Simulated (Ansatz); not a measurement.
The reference is TiO₂ in the rutile structure (space group P4_2/mnm, No. 136; a = 4.591 Å, c = 2.939 Å).

It is then changed as follows: cell and atoms relaxed at a pressure of 7.5 GPa.

Levels (all Ansatz, a first-principles code, PAW): PBEsol (420 eV, no SOC); r2SCAN (500 eV, no spin-orbit coupling); HSE06 (420 eV, scalar-relativistic without spin-orbit coupling).

One geometry, relaxed with PBEsol, under each level:

| level | band gap | lowest conduction level above the VBM at special points | pressure |
|---|---|---|---|
| PBEsol | 1.89 eV | Γ 1.89 eV; M 1.93 eV; R 1.94 eV; X 2.61 eV | 75.0 kbar |
| r2SCAN | ? | ? | ? |
| HSE06 | 3.45 eV | Γ 3.45 eV; M 3.47 eV; R 3.50 eV | – |

Task: Give the withheld r2SCAN results.

Result: 
- r2SCAN, band gap: 2.28 eV
- r2SCAN, lowest conduction level above the VBM at special points: Γ 2.28 eV; M 2.32 eV; R 2.34 eV; X 3.00 eV
- r2SCAN, pressure: 99.6 kbar

Single points use the geometry relaxed with PBEsol. Their cutoffs differ, which shifts pressures a little. Load acts through the strain it causes; cell and atoms are relaxed under it. Whether these cells are dynamically stable was not tested. No other phases were tried under pressure. The final runs are not spin-polarised.
